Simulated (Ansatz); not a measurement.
Effect of tensor shear ε_xy = +0.86 % on BeTe

Base system: BeTe in the zinc blende structure (space group F-43m, No. 216; a = 5.604 Å). Axes: x, y, z lie along the cube axes.

The change: a pure shear with ε_xy = ε_yx = 0.0086; the atoms relax in the strained cell.

The values are results of Kohn–Sham DFT with the PBEsol functional, run in Ansatz (an electronic-structure program) with PAW and 420 eV plane waves, scalar-relativistic without spin-orbit coupling, not measurements. Settings: 10×10×10 k-points, 0.05 eV Fermi–Dirac smearing.

- Volume per atom: 22.00 Å³ (base 22.00 Å³)
- Space group: Imm2 (No. 44) (base F-43m (No. 216))
- Energy relative to the base (free energy F): +1.0 meV/atom
- Pressure (mean of the normal stresses, compression positive): 0.2 kbar (base 0.1 kbar)
- Band gap: 1.74 eV (base 1.84 eV)
- Gap character: indirect, Γ → X
- Smallest direct gap: 3.45 eV (base 3.61 eV)
- Valence-band top at Γ (three highest levels, from the VBM): 0.00, -0.08, -0.14 eV (base 0.00, 0.00, 0.00 eV)
- Stress (xx, yy, zz, yz, xz, xy; compression positive): (0.02, 0.02, 0.00, 0.00, 0.00, -0.87) GPa

Cost of the whole job for the changed cell (relaxation, final SCF and bands): about 24 core-seconds (a rough figure).

With Te present, leaving out spin-orbit coupling can change the band edges. Stability against distortions was not tested. k-point labels follow each cell's own Brillouin zone.
